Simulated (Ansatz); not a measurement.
```
CELL_PARAMETERS angstrom
     22.00000     0.00000     0.00000
      0.00000    22.00000     0.00000
      0.00000     0.00000     3.28392
ATOMIC_POSITIONS crystal
  Zn 0.74102 0.54306 0.50000
  O  0.73422 0.58543 0.00000
  Zn 0.68721 0.65781 0.00000
  O  0.66012 0.69110 0.50000
  Zn 0.58322 0.73026 0.50000
  O  0.54312 0.74554 0.00000
  Zn 0.45694 0.74102 0.00000
  O  0.41457 0.73422 0.50000
  Zn 0.34219 0.68721 0.50000
  O  0.30890 0.66012 0.00000
  Zn 0.26974 0.58322 0.00000
  O  0.25446 0.54312 0.50000
  Zn 0.25898 0.45694 0.50000
  O  0.26578 0.41457 0.00000
  Zn 0.31279 0.34219 0.00000
  O  0.33988 0.30890 0.50000
  Zn 0.41678 0.26974 0.50000
  O  0.45688 0.25446 0.00000
  Zn 0.54306 0.25898 0.00000
  O  0.58543 0.26578 0.50000
  Zn 0.65781 0.31279 0.50000
  O  0.69110 0.33988 0.00000
  Zn 0.73026 0.41678 0.00000
  O  0.74554 0.45688 0.50000
```

Method: PBE (plane waves to 420 eV, PAW; Ansatz, an electronic-structure program). Mesh 1×1×10. No spin polarisation. Isolated but for its images some 11 Å away. A hypothetical model, rolled from the flat sheet. Only distortions within the start's symmetry and period were free.

Task: Tabulate the two highest filled and two lowest empty levels along the axis, from the valence top.

Result: 
```
k (2π/c)  v2 (eV)  v1 (eV)  c1 (eV)  c2 (eV)
--------  -------  -------  -------  -------
0.000       -0.02     0.00     1.66     2.05
0.042       -0.09    -0.04     1.74     2.11
0.083       -0.21    -0.10     1.95     2.28
0.125       -0.31    -0.21     2.24     2.52
0.167       -0.44    -0.37     2.57     2.82
0.208       -0.60    -0.56     2.93     3.15
0.250       -0.77    -0.70     3.30     3.50
0.292       -0.75    -0.69     3.70     3.88
0.333       -0.75    -0.70     4.11     4.28
0.375       -0.76    -0.72        –        –
0.417       -0.80    -0.77        –        –
0.458       -0.86    -0.85        –        –
0.500       -0.94    -0.94        –        –
```
A dash stands for levels within 1 eV of the vacuum level or above it.
